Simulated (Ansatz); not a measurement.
Seebeck coefficient (μV/K, mean over directions) of n-type BP (F-43m) against carrier density, r2SCAN with spin-orbit coupling, rigid bands (Ansatz, a quantum-chemistry and plane-wave program). Computed gap 1.40 eV; densities at which minority carriers matter at this gap, or further valleys turn the trend, are left out. Conductivity mass 0.32 mₑ (harmonic mean over directions), N_c = 4.0e19 cm⁻³ at 300 K.

| electron density | 300 K | 500 K |
|---|---|---|
| 1e16 cm⁻³ | ? | -995 |
| 1e17 cm⁻³ | -730 | -796 |
| 1e18 cm⁻³ | -532 | -598 |
| 3e18 cm⁻³ | -438 | -503 |
| 1e19 cm⁻³ | -335 | -400 |
| 3e19 cm⁻³ | -245 | ? |
| 1e20 cm⁻³ | -154 | -209 |
| 3e20 cm⁻³ | -86 | ? |
| 1e21 cm⁻³ | -39 | -65 |

Problem. Complete the blanks.

Solution. 
- 1e16 cm⁻³, 300 K: -929
- 3e19 cm⁻³, 500 K: -307
- 3e20 cm⁻³, 500 K: -129

Rigid bands with a gap fixed in temperature, one relaxation time for all states, no polarons or phonon drag, and whether or not such doping can be reached.
